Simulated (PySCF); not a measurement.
PySCF 2.14.0, BP86/def2-svp, df: W(F)3(OH)3 ([OH][W]([OH])([OH])([F])([F])[F]), 10 atoms. The geometry is a generated start, not checked to be a minimum at this level.

```yaml
task: energy
method: bp86
basis: def2-svp
two_electron_scheme: density fitting
mol.max_memory: 3000 MB
mf.max_cycle: 100
mf.conv_tol: 1e-09 (default)
mf.grids.level: 3 (default)
effective_core_potentials: those of the basis set, past Kr
basis_functions: 131
grid_points: 138768
```

```xyz
10

W     -0.0832     0.0537    -0.1365
F      1.2441    -0.4988    -1.3965
F     -1.5027     0.6721     0.9844
F     -1.0859     0.7019    -1.6116
O     -0.9591    -1.5439    -0.3448
H     -1.5659    -2.2354    -0.6267
O      0.6990     1.7104    -0.0362
H      0.9617     2.6271    -0.1666
O      0.8901    -0.5789     1.2929
H      1.4019    -0.9083     2.0416
```

Charge 0 and multiplicity 1 are set for this test and not shown to be the ground state.

With the defaults (mf.DIIS = CDIIS, mf.diis = true, mf.init_guess = minao, mf.diis_space = 8, mf.damp = 0, mf.diis_start_cycle = 1) it converges in 16 Fock builds. One run each on 2 threads, 1 BLAS thread, with these changes:
- mf.DIIS = EDIIS
- mf.init_guess = mod_huckel
- mf.diis = false
- mf.init_guess = huckel
- mf.diis = false, mf.damp = 0.7, mf.diis_start_cycle = 999
- mf.diis_space = 5
- mf.damp = 0.7, mf.diis_start_cycle = 8
- mf.init_guess = atom
- mf.diis_space = 3

Which runs fail or end elsewhere than the default run?

No convergence: mf.DIIS = EDIIS; mf.diis = false (the run ends without SCF convergence in 100 cycles). The rest reach the solution of the defaults.

```tsv
setting	Fock builds	end
the defaults	16	same solution
mf.init_guess = atom	16	same solution
mf.damp = 0.7, mf.diis_start_cycle = 8	17	same solution
mf.diis_space = 5	18	same solution
mf.init_guess = huckel	21	same solution
mf.init_guess = mod_huckel	21	same solution
mf.diis = false, mf.damp = 0.7, mf.diis_start_cycle = 999	26	same solution
mf.diis_space = 3	43	same solution
mf.DIIS = EDIIS	101	no convergence
mf.diis = false	101	no convergence
```
